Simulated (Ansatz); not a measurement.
The reference is Ta in the bcc (W type) structure (space group Im-3m, No. 229; a = 3.282 Å; relaxed with 0.1 eV smearing). Axes: x, y, z lie along the cube axes.

Level of theory: plane-wave PAW DFT at the PBEsol level (Ansatz, an electronic-structure program, 420 eV), no SOC.

It is then changed as follows: an isotropic linear strain of −1.50 %, atoms relaxed at fixed cell.

Problem. Predict the stress tensor and what it implies for the stiffness.

Solution. Stress of the strained cell less that of the base (GPa, compression positive):
```
   10.2     0.0     0.0
    0.0    10.2     0.0
    0.0     0.0    10.2
```

Then B = −ΔP/(ΔV/V₀) with ΔV/V₀ = -0.0443 gives secant stiffness values (nonlinear terms included at this strain): B ≈ 230 GPa.

As a check, the harmonic strain energy −½ V₀ Δσ:ε is 25 meV/atom; the computed energy rise is 24 meV/atom.

Stability against distortions was not tested. The final runs are not spin-polarised.
